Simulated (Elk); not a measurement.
**How far to go with the basis cutoff: LaAs (I4mm, 2 atoms in the cell)**

```xyz
2
Lattice="0.0000 3.1146 3.1146 3.1146 0.0000 3.1146 3.1146 3.1146 0.0000" Properties=species:S:1:pos:R:3 pbc="T T T"
La     0.0000     0.0000     0.0500
As     3.1146     3.1146     3.1146
```

Level of theory: LDA (PW92), all-electron FP-LAPW, Elk's shipped species files, default APW+lo basis (Elk).

Base settings: xctype = 3; rgkmax = 7; stype = 3; swidth = 0.00367493 Ha; ngridk = 3 3 3.

The second cell is the first with its lattice scaled by 0.98.

The mesh stays at the base's, so the ladder's end is converged at best in this setting alone.

Only quantities that move along the ladder and can be compared are tabulated.

The starting cell comes from a database of computed structures (which also holds hypothetical and non-ambient phases and stackings), without a prior relaxation at this level. Its lattice was rescaled by up to half a per cent. One atom was moved a little off its site on purpose. Values depend on the basis (sphere radii, cutoffs, local orbitals), which need not be converged. Without a gap this mesh is coarse (it stands for a supercell whose shortest vector is 13 Å).

```csv
rgkmax,free energy less the last step's (meV/atom),energy of the compressed cell less the first (meV/atom)
4.14,3413.37,-234.51
4.43,2381.78,-69.81
4.7,1977.29,-153.49
4.95,1471.37,-214.87
5.19,1048.91,-65.51
5.42,760.90,-50.02
5.86,442.57,-35.64
6.26,236.07,-13.97
6.64,147.76,-21.04
7,83.69,-26.00
7.34,51.02,-15.37
7.67,36.25,-29.85
8.13,15.29,-23.72
8.57,7.28,-25.54
9.26,0.00,-24.69
```

Coarsest rgkmax that holds the free energy within 5 meV/atom: not settled: the last two steps still differ by 7.3 meV/atom, over half the tolerance, so the ladder does not show it.

Coarsest rgkmax that holds the energy of the compressed cell less the first within 2 meV/atom of the last step, with all finer ones: 8.13; the step before is off by 5.2 meV/atom.
